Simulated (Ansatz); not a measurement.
Checking a run of Ansatz (a first-principles code) on Cs2PbCl4 (I4/mmm, 7 atoms in the cell). The aim is a self-consistent single point with DFT, PBE, plane waves, default PAW files.

Cell that was meant: a = 10.3312 Å, b = 10.3312 Å, c = 10.3312 Å, α = 149.30°, β = 149.30°, γ = 43.97°.

Part of the input:

```yaml
crystal:
  lattice:
    - [-1.447049, 1.447049, 5.069552]
    - [1.447049, -1.447049, 5.069552]
    - [1.447049, 1.447049, -5.069552]
  atoms:
    - { symbol: Pb, position: [0.000000, 0.000000, 0.000000] }
    - { symbol: Cs, position: [0.360750, 0.360750, 0.000000] }
```

Output, abridged:

```
WARN basis.ecutwfc = 420 eV, the default
WARN ansatz: RAYON_NUM_THREADS=1 ignored (pool sized by the plan → 1); use --threads N
   [... lines left out ...]
Symmetry: 16 space group operations
Space group: I4/mmm (ITA 139), of the structure as read, at distance tolerance 3.5e-5 Å
k-points: 30 of 216
Initial density: superposition of atomic densities (neutral atoms: chi_scale 0, normalization atom), corrected by the library's trained network
Initial wavefunctions: pseudopotential atomic-orbital guess
Eigensolver: davidson
Functional: x = pbe(κ = 0.804, μ = 0.2195149727645171), c = pbe(β = 0.06672455060314922)
SCF iter   1: F=—  HF=-27449.572087 eV  |F-HF|=—  |Δ(HF+E_count)|=         —  Δρ=6.89e-1  dr2=9.76e2  ethr=1.77e-3  ⟨swp⟩=49.5  Hψ=26446  notcnv=0  defer=8
all-band conjugate gradients solve this SCF's bands
preconditioner: auto → Kerker (q_TF=auto, 2.890 Å⁻¹)
SCF iter   2: F=—  HF=-27335.210704 eV  |F-HF|=—  |Δ(HF+E_count)|=    1.14e2  Δρ=3.17e-1  dr2=2.29e2  ethr=1.77e-3  ⟨swp⟩=15.9  Hψ=9998  notcnv=0  defer=31
   [... lines left out ...]
SCF iter   8: F=—  HF=-27301.694660 eV  |F-HF|=—  |Δ(HF+E_count)|=   4.52e-5  Δρ=1.57e-4  dr2=1.09e-5  ethr=1.62e-7  ⟨swp⟩=5.9  Hψ=4050  notcnv=0  defer=5
SCF iter   9: F=—  HF=-27301.694657 eV  |F-HF|=—  |Δ(HF+E_count)|=   2.83e-6  Δρ=2.88e-5  dr2=2.39e-7  ethr=1.82e-8  ⟨swp⟩=5.6  Hψ=3808  notcnv=0  defer=5
SCF iter  10: F=-27301.694657 eV  HF=-27301.694657 eV  |F-HF|=1.06e-9  |Δ(HF+E_count)|=   4.27e-8  Δρ=3.96e-6  dr2=3.11e-9  ethr=1.67e-10  ⟨swp⟩=35.6  Hψ=16709  notcnv=0
SCF 1 converged in 10 iterations: F = -27301.694657 eV  dr2 = 3.11e-9
Free energy (F): -27301.694657 eV
Internal energy: -27301.634899 eV  (E = F + TS)
E sigma→0 (E₀):  -27301.664778 eV
Entropy (-TS):   -0.059757 eV (-8.537 meV/atom)
Fermi energy:    46.806354 eV
--- Forces (eV/Å), atoms counted from 1 ---
  atom   1  Pb     0.00000000     0.00000000     0.00000000
  atom   2  Cs     0.00000000    -0.00000000    -7.56238564
  atom   3  Cs     0.00000000    -0.00000000     7.56238564
  atom   4  Cl     0.00000000    -0.00000000     0.00000000
  atom   5  Cl     0.00000000     0.00000000     0.00000000
  atom   6  Cl     0.00000000     0.00000000    12.76992700
  atom   7  Cl     0.00000000     0.00000000   -12.76992700
--- Stress (GPa, compression-positive) ---
     2067.467524       0.000000       0.000000
        0.000000    2067.467524      -0.000000
        0.000000       0.000000    1332.599443
  P = ⅓ Tr σ = 1822.5115 GPa (18225.115 kbar)
  The stress holds the Pulay correction. Without it, at fixed plane waves, as pw.x and ABINIT print it: P = 1821.4167 GPa
```

Task: Is anything amiss in this input, and did it matter?

Result: The run is not sound. The fault is this: lattice multiplied by the bohr radius once too often. 1 bohr is 0.529 Å, so a mix-up scales every length by 1.89 or 0.529 and the volume by 6.75 or 0.148. To fix it, give the lengths in the unit that the key or card expects. The run converged in 10 iterations without an error; against the sound input the free energy rises by 39.3 eV/atom, the pressure goes from 0.10 to 1823 GPa, the largest force goes from 0.820 to 12.77 eV/Å and no clean gap remains on the mesh (levels overlap or are partly filled), against 2.27 eV before.

The sound input it was made from differs as follows (other fixes are possible):
```diff
-    - [-1.447049, 1.447049, 5.069552]
-    - [1.447049, -1.447049, 5.069552]
-    - [1.447049, 1.447049, -5.069552]
+    - [-2.734527, 2.734527, 9.580064]
+    - [2.734527, -2.734527, 9.580064]
+    - [2.734527, 2.734527, -9.580064]
```

With that input, the run converged in 7 iterations: free energy E − TS (on the zero of these files) -27576.8456 eV; gap on the k-point mesh 2.27 eV; pressure 0.10 GPa; largest force (vector length) 0.820 eV/Å (DFT, PBE, plane waves, default PAW files).

On the sound input: the starting cell was generated: these elements placed on a structure prototype, without a prior relaxation; it need not be a known phase or ordering of this composition. Spin-orbit coupling is off. Ansatz's pressure includes its estimate of the finite-basis (Pulay) stress.

Keys are those of Ansatz 0.2.
